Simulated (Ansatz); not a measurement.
**ZrPt (Cmcm, No. 63; cell taken from a computed entry)**

Method: LDA (Ansatz, an electronic-structure program, PAW).

Settings: plane-wave cutoff 500 eV, 18×18×14 k mesh (along the axes of the cell as run), Fermi–Dirac smearing 0.1 eV, scalar-relativistic PAW data made under PBE.

Cell (relaxed at this level):

Space group Cmcm (No. 63); a = 3.385 Å, b = 10.226 Å, c = 4.236 Å, α = 90.00°, β = 90.00°, γ = 90.00°

| atom | site | symmetry | x | y | z |
|---|---|---|---|---|---|
| Zr | 4c | m2m | 0.0000 | 0.1415 | 0.7500 |
| Pt | 4c | m2m | 0.0000 | 0.5915 | 0.2500 |
(The calculation used a cell of 4 atoms; values per cell refer to that cell.)

```yaml
band_gap: none
```

Note: the relaxation could not lower the start's symmetry, so the cell can be a saddle point above a distorted one.

Spin–orbit coupling is not included.

The computed numbers hold no vibrational or temperature effects.
